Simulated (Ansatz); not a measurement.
NiSi₂ under load (space group Fm-3m), Ansatz (a program for electronic structure) with PBEsol, DFPT electron-phonon coupling, linearised Boltzmann equation. Condition of this run: hydrostatic pressure 5 GPa (the target of the relaxation). Phonon-limited resistivity 11.3 μΩ·cm at 300 K, 15.7 μΩ·cm at 400 K, current-weighted mean free path 14.0 nm, Drude plasma energy 5.41 eV.

Problem. What Drude relaxation time do resistivity and plasma energy imply?

Solution. ω_p = 8.22e15 s⁻¹, so τ = 1/(ε₀ ω_p² ρ) = 14.8 fs, a damping ħ/τ of 44.5 meV.

Problem. Estimate the electronic thermal conductivity at 300 K by the Wiedemann-Franz law (L₀ = 2.44×10⁻⁸ W·Ω/K²).

Solution. L₀T/ρ = 2.44×10⁻⁸ × 300/(11.3×10⁻⁸) = 64.8 W/(m·K). Inelastic scattering puts the true Lorenz number somewhat under L₀ near and below the Debye temperature.

Problem. What is the classical skin depth at 1 GHz (nonmagnetic, μ₀ = 1.257×10⁻⁶ H/m)?

Solution. δ = √(ρ/(π f μ₀)) = 5350 nm.

A metal at this level (no band gap). Only scattering by harmonic phonons is included (no impurities, grain boundaries, electron-electron scattering or thermal expansion). Spin-orbit coupling is left out. Halving the electron mesh (28x28x28) moves the resistivity by up to 2 % at 300 K, the mean free path by up to 3 %. Smearing 0.20 eV; phonons on a 5x5x5 q mesh, which this run doesn't test.

Treated as nonmagnetic (a ferromagnetic start lost its moment, other orders weren't tried): NiSi2 under load (space group Fm-3m).
